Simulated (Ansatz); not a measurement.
Take Si in the diamond structure (space group Fd-3m, No. 227; a = 5.4338 Å) as the base.

Computed with PBEsol (Ansatz, an electronic-structure program), without spin-orbit coupling.

Before the change:

```
Quantity      Result
--------  ----------
Density   2.33 g/cm³
Band gap     0.47 eV
```

Modification: cell and atoms relaxed at a pressure of 30 GPa.

### Question
How does this affect the density?

### Answer
The density goes up by 0.54 g/cm³ to 2.87 g/cm³.

### Question
What happens to the band gap?

### Answer
The band gap goes from 0.47 eV to zero.

Load acts through the strain it causes; cell and atoms are relaxed under it. Whether these cells are dynamically stable was not tested. Measured, Si leaves this structure (for the β-tin structure) near 12 GPa (room temperature; as listed in arXiv:1906.07825). Gaps under 0.05 eV, about the width of the smearing, are given as zero. A zero or small gap of Si under pressure 30 GPa can be the functional's error rather than a property of the material.
